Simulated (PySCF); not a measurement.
PySCF 2.14.0, HF/cc-pvtz, df: CC(C)C[SiH2][SiH3], 20 atoms. The geometry is a generated start, not checked to be a minimum at this level.

- task = energy
- method = hf
- basis = cc-pvtz
- two-electron scheme = density fitting
- mf.init_guess = minao (default)
- mf.DIIS = CDIIS (default)
- mf.diis_space = 8 (default)
- mf.conv_tol = 1e-09 (default)
- basis functions = 384

On 4 threads, 1 BLAS thread. Build: conda-forge: OpenMP (GNU), OpenBLAS with its own threads, libcint, Libxc. One run each, on a shared machine, so no times are given.

Values of mol.max_memory tried: 8000 MB, 4000 MB, 2000 MB, 1000 MB, 500 MB, 300 MB, 200 MB.

### Question
How low can the memory setting go, and what changes on the way?

### Answer
It runs down to 200 MB, the lowest tried, with the same result. At 8000 MB: fitted integrals in memory. From 500 MB down: fitted integrals in a file.

| mol.max_memory | path | peak memory |
|---|---|---|
| 8000 MB | fitted integrals in memory | 1.2 GiB |
| 4000 MB | fitted integrals in memory | 1.2 GiB |
| 2000 MB | fitted integrals in memory | 1.1 GiB |
| 1000 MB | fitted integrals in memory | 0.76 GiB |
| 500 MB | fitted integrals in a file | 0.29 GiB |
| 300 MB | fitted integrals in a file | 0.21 GiB |
| 200 MB | fitted integrals in a file | 0.18 GiB |

Peak memory is the kernel's count for the largest process, libraries included and scratch files not.
